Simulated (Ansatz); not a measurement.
## WB (Cmcm): resistivity and electron-phonon coupling

Consider the following.

```yaml
crystal:
  lattice:
    - [1.57539, -4.22342, 0.00000]
    - [1.57539, 4.22342, 0.00000]
    - [0.00000, 0.00000, 3.08455]
  atoms:
    - { symbol: B, position: [0.56135, 0.43865, 0.25000] }
    - { symbol: B, position: [0.43865, 0.56135, 0.75000] }
    - { symbol: W, position: [0.85516, 0.14484, 0.25000] }
    - { symbol: W, position: [0.14484, 0.85516, 0.75000] }
```

Computed with PBEsol, DFPT electron-phonon coupling, linearised Boltzmann equation (plane waves, PAW, scalar-relativistic; Ansatz, a quantum-chemistry and plane-wave program). Cell: relaxed with this functional, without spin-orbit coupling.

| Property | Value |
|---|---|
| resistivity at 300 K | 16.1 (x), 12.2 (y), 11.8 (z) μΩ·cm |
| resistivity at 77 K | 1.84 (x), 1.35 (y), 1.38 (z) μΩ·cm |
| electron mean free path at 300 K (weighted by the current that each state carries) | 5.6 (x), 6.6 (y), 5.8 (z) nm |
| electron-phonon coupling λ | 0.67 |
| transport coupling λ_tr | 0.70 (x), 0.65 (y), 0.75 (z) |
| logarithmic mean phonon energy | 23 meV |
| density of states at the Fermi level | 0.81 states/(eV·spin·cell) |
| Drude plasma energy | 6.7 (x), 7.4 (y), 8.1 (z) eV |
| Tc for μ* = 0.10 (anisotropic Eliashberg) | 8.0 K |
| Tc for μ* = 0.13 (anisotropic Eliashberg) | 5.9 K |

A metal at this level (no band gap). Only scattering by harmonic phonons is included (no impurities, grain boundaries, electron-electron scattering or thermal expansion). Spin-orbit coupling is left out, which matters with elements this heavy. For metals of groups 4 to 10, Tc at these values of μ* can lie well above the measured one. Halving the electron mesh (28x28x28) moves the resistivity by up to 1 % at 300 K, the mean free path by up to 1 %, the coupling by up to 1 %, Tc by up to 1 %. Smearing 0.20 eV; phonons on a 5x5x5 q mesh, which this run doesn't test and which matters most at low temperature. Tc comes from the anisotropic Migdal-Eliashberg equations with μ*, a chosen number, referred to 35 meV.

Computed structure with no diffraction record at hand here (it may be known, metastable or hypothetical): WB (Cmcm).
